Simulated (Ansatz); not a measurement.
Consider TiO₂ in the anatase structure (space group I4_1/amd, No. 141).

```yaml
crystal:
  lattice:
    - [-1.88489, 1.88489, 4.77584]
    - [1.88489, -1.88489, 4.77584]
    - [1.88489, 1.88489, -4.77584]
  atoms:
    - { symbol: Ti, position: [0.75000, 0.25000, 0.50000] }
    - { symbol: Ti, position: [0.00000, 0.00000, 0.00000] }
    - { symbol: O, position: [0.54247, 0.04247, 0.50000] }
    - { symbol: O, position: [0.79247, 0.79247, 0.00000] }
    - { symbol: O, position: [0.20753, 0.20753, 0.00000] }
    - { symbol: O, position: [0.95753, 0.45753, 0.50000] }
```

Calculations: DFT with PBEsol, PAW potentials and a 420 eV plane-wave cutoff in Ansatz (a first-principles code), no spin-orbit coupling.

Before the change:

The band gap comes out as 2.11 eV and the gap character is indirect, Γ–X (87 % along) → Γ. The pressure comes out as 0.00 GPa.

One thing is altered: the cell is scaled by 1.0060 in all directions; the atoms relax in the strained cell.

Question: How does this affect the band gap?

Answer: The band gap drops by 0.015 eV to 2.09 eV.

Question: How does this affect the gap character?

Answer: The gap character remains indirect, Γ–X (87 % along) → Γ.

Question: How does this affect the pressure?

Answer: The pressure (mean of the normal stresses, compression positive) goes from zero to -3.48 GPa.

Semilocal Kohn–Sham gaps tend to fall short of experiment. Whether these cells are dynamically stable was not tested. The final runs are not spin-polarised.
